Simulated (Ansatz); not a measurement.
Ansatz (a program for electronic structure) run on MgRh (Pm-3m, 2 atoms in the cell): self-consistent single point.

Method: PBEsol, default PAW files made with PBE (plane waves; Ansatz).

```xyz
2
Lattice="3.0992 0.0000 0.0000 0.0000 3.0992 0.0000 0.0000 0.0000 3.0992" Properties=species:S:1:pos:R:3 pbc="T T T"
Rh     1.5496     1.5496     1.5496
Mg     0.0000     0.0000     0.0000
```

Reference input (self-consistent single point, DFT, PBEsol, plane waves, default PAW files made with PBE): basis.ecutwfc = 420 eV; kpoints.mp_grid.grid = 11 11 11; hamiltonian.xc = pbesol; hamiltonian.pseudopotentials = {kind: paw} (the program's default PAW files); scf.occupations.method = gaussian; scf.occupations.width = 0.136 eV. This run's input differs from it in these lines:

Ansatz 0.2 input:
```diff
@@ -12,3 +12,3 @@
 kpoints:
-  mp_grid: { grid: [11, 11, 11] }
+  mp_grid: { grid: [12, 12, 12] }
 hamiltonian:
```

Log, with long lists cut:

```
SCF iter   1: F=—  HF=-8251.566358 eV  |F-HF|=—  |Δ(HF+E_count)|=         —  Δρ=6.48e-3  dr2=1.05e-2  ethr=1.77e-3  ⟨swp⟩=4.9  Hψ=6445  notcnv=0
all-band conjugate gradients solve this SCF's bands
preconditioner: auto → none
SCF iter   2: F=—  HF=-8251.565425 eV  |F-HF|=—  |Δ(HF+E_count)|=   9.33e-4  Δρ=3.28e-3  dr2=2.89e-3  ethr=3.87e-5  ⟨swp⟩=2.2  Hψ=2524  notcnv=0
SCF iter   3: F=—  HF=-8251.564795 eV  |F-HF|=—  |Δ(HF+E_count)|=   6.30e-4  Δρ=2.74e-4  dr2=1.12e-5  ethr=1.07e-5  ⟨swp⟩=2.2  Hψ=2006  notcnv=0
SCF iter   4: F=—  HF=-8251.564796 eV  |F-HF|=—  |Δ(HF+E_count)|=   1.65e-6  Δρ=6.38e-5  dr2=5.95e-7  ethr=4.16e-8  ⟨swp⟩=2.6  Hψ=2686  notcnv=0
iter 5 did not close the SCF: its close was put off for the readings that it lacked (scf_convergence_deferred on its scf_iter line)
SCF iter   5: F=-8251.564796 eV  HF=-8251.564796 eV  |F-HF|=5.93e-10  |Δ(HF+E_count)|=   5.62e-8  Δρ=8.52e-6  dr2=7.77e-9  ethr=2.21e-9  ⟨swp⟩=2.3  Hψ=2436  notcnv=0
SCF iter   6: F=-8251.564796 eV  HF=-8251.564796 eV  |F-HF|=2.93e-10  |Δ(HF+E_count)|=  2.40e-10  Δρ=1.14e-6  dr2=3.18e-10  ethr=2.88e-11  ⟨swp⟩=2.1  Hψ=4800  notcnv=0
SCF 1 converged in 6 iterations: F = -8251.564796 eV  dr2 = 3.18e-10
Free energy (F): -8251.564796 eV
Internal energy: -8251.555658 eV  (E = F + TS)
E sigma→0 (E₀):  -8251.560227 eV
Entropy (-TS):   -0.009139 eV (-4.569 meV/atom)
Fermi energy:    13.776123 eV
--- Forces (eV/Å), atoms counted from 1 ---
  atom   1  Rh     0.00000000     0.00000000    -0.00000000
  atom   2  Mg    -0.00000000     0.00000000    -0.00000000
--- Stress (GPa, compression-positive) ---
       -2.011309       0.000000       0.000000
        0.000000      -2.011309       0.000000
        0.000000       0.000000      -2.011309
  P = ⅓ Tr σ = -2.0113 GPa (-20.113 kbar)
  The stress holds the Pulay correction. Without it, at fixed plane waves, as pw.x and ABINIT print it: P = -2.0480 GPa
```

The run converged in 6 iterations. Against the reference run the free energy drops by 1.9 meV/atom and the pressure moves little (-1.95 to -2.01 GPa).

The starting cell comes from a database of published, mostly measured structures (it also holds non-ambient and calculated ones), without a prior relaxation at this level. Spin polarisation is off. Ansatz's pressure includes its estimate of the finite-basis (Pulay) stress.
